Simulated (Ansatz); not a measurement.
The reference is WSi₂ (space group I4/mmm, No. 139; a = 3.185 Å, c = 7.773 Å; relaxed with 0.1 eV smearing). Axes: x, y, z lie along a, b, c of the conventional cell.

Method: Ansatz (a first-principles code), LDA, PAW, cutoff 420 eV, no spin-orbit coupling.

Strains are applied to the cell and any free atomic positions relax.

One change was made to it. Results:

```tsv
quantity	base	after
pressure (mean of the normal stresses, compression positive)	0.0 GPa	1.3 GPa
shortest interatomic distance	2.571 Å	2.559 Å
energy relative to the base (free energy F)	0 meV/atom	+0.6 meV/atom
```

### Question
Name the change that was made.
A. uniaxial strain ε_zz = −0.50 %
B. uniaxial strain ε_zz = +2.00 %
C. uniaxial strain ε_zz = −2.00 %

### Answer
A, uniaxial strain ε_zz = −0.50 %. For comparison, the energy relative to the base in the other runs: uniaxial strain ε_zz = −2.00 % gives +9.9 meV/atom; uniaxial strain ε_zz = +2.00 % gives +8.8 meV/atom.

No phonon test of stability was made. The final runs are not spin-polarised.
